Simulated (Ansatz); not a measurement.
Ansatz (a quantum-chemistry and plane-wave program) run on SiO2 (P4_2/mnm, 6 atoms in the cell): self-consistent single point.

Computed with PBE, PAW files (plane waves; Ansatz).

```
SiO2
1.0
    4.15105     0.00000     0.00000
    0.00000     4.15105     0.00000
    0.00000     0.00000     2.64124
Si O
2 4
Direct
  0.50000   0.50000   0.50000
  0.00000   0.00000   0.00000
  0.69316   0.69316   0.00000
  0.30684   0.30684   0.00000
  0.80684   0.19316   0.50000
  0.19316   0.80684   0.50000
```

Reference input (self-consistent single point, DFT, PBE, plane waves, PAW files): basis.ecutwfc = 420 eV; kpoints.mp_grid.grid = 8 8 12; kpoints.mp_grid.shift = 0.5 0.5 0.5; hamiltonian.xc = pbe; hamiltonian.pseudopotentials = {kind: paw} (the program's default PAW files); scf.occupations.method = fixed. This run's input differs from it in these lines:

Ansatz 0.2 input:
```diff
@@ -14,3 +14,3 @@
 basis:
-  ecutwfc: 420.0
+  ecutwfc: 545.0
 kpoints:
```

Output (repeated stretches shortened):

```
SCF iter   1: F=—  HF=-3549.222088 eV  |F-HF|=—  |Δ(HF+E_count)|=         —  Δρ=1.54e-1  dr2=8.56e0  ethr=3.10e-3  ⟨swp⟩=4.3  Hψ=5963  notcnv=0  defer=237
all-band conjugate gradients solve this SCF's bands
preconditioner: auto → none
SCF iter   2: F=—  HF=-3546.997071 eV  |F-HF|=—  |Δ(HF+E_count)|=    2.23e0  Δρ=6.52e-2  dr2=6.91e-1  ethr=3.10e-3  ⟨swp⟩=3.6  Hψ=3507  notcnv=0  defer=234
SCF iter   3: F=—  HF=-3546.866545 eV  |F-HF|=—  |Δ(HF+E_count)|=   1.31e-1  Δρ=2.38e-2  dr2=9.24e-2  ethr=2.16e-3  ⟨swp⟩=2.6  Hψ=2488  notcnv=0  defer=234
SCF iter   4: F=—  HF=-3546.897901 eV  |F-HF|=—  |Δ(HF+E_count)|=   3.14e-2  Δρ=2.00e-3  dr2=7.12e-4  ethr=2.89e-4  ⟨swp⟩=2.1  Hψ=1501  notcnv=0  defer=240
SCF iter   5: F=—  HF=-3546.898539 eV  |F-HF|=—  |Δ(HF+E_count)|=   6.38e-4  Δρ=2.77e-4  dr2=8.65e-6  ethr=2.22e-6  ⟨swp⟩=2.1  Hψ=2261  notcnv=0  defer=240
SCF iter   6: F=—  HF=-3546.898526 eV  |F-HF|=—  |Δ(HF+E_count)|=   1.23e-5  Δρ=2.64e-5  dr2=3.12e-7  ethr=2.70e-8  ⟨swp⟩=2.0  Hψ=2208  notcnv=0  defer=114
SCF iter   7: F=-3546.898526 eV  HF=-3546.898526 eV  |F-HF|=1.60e-9  |Δ(HF+E_count)|=   1.04e-7  Δρ=4.07e-6  dr2=3.74e-9  ethr=3.13e-10  ⟨swp⟩=11.8  Hψ=7823  notcnv=0
SCF 1 converged in 7 iterations: F = -3546.898526 eV  dr2 = 3.74e-9
Free energy (F): -3546.898526 eV
Internal energy: -3546.898526 eV  (E = F + TS)
E sigma→0 (E₀):  -3546.898526 eV
Fermi energy:    10.821335 eV
--- Forces (eV/Å), atoms counted from 1 ---
  atom   1  Si    -0.00000000     0.00000000     0.00000000
  atom   2  Si    -0.00000000    -0.00000000     0.00000000
  atom   3  O      0.29554204     0.29554204     0.00000000
  atom   4  O     -0.29554204    -0.29554204     0.00000000
  atom   5  O     -0.29554204     0.29554204     0.00000000
  atom   6  O      0.29554204    -0.29554204     0.00000000
--- Stress (GPa, compression-positive) ---
       18.376200       0.000000       0.000000
        0.000000      18.376200       0.000000
        0.000000       0.000000      22.246955
  P = ⅓ Tr σ = 19.6665 GPa (196.665 kbar)
  The stress holds the Pulay correction. Without it, at fixed plane waves, as pw.x and ABINIT print it: P = 19.6123 GPa
```

The run converged in 7 iterations. Against the reference run the free energy goes down by 2.3 meV/atom, the pressure moves little (19.69 to 19.67 GPa), the largest force moves little (0.419 to 0.418 eV/Å) and the gap on the mesh hardly changes (6.382 to 6.383 eV).

The starting cell comes from a database of computed structures (which also holds hypothetical and non-ambient phases and stackings), without a prior relaxation at this level. Its lattice was rescaled by a random factor within 2.5 % of one. Ansatz's pressure includes its estimate of the finite-basis (Pulay) stress. The shifted mesh does not hold Γ, so a gap read on it misses any band edge there.
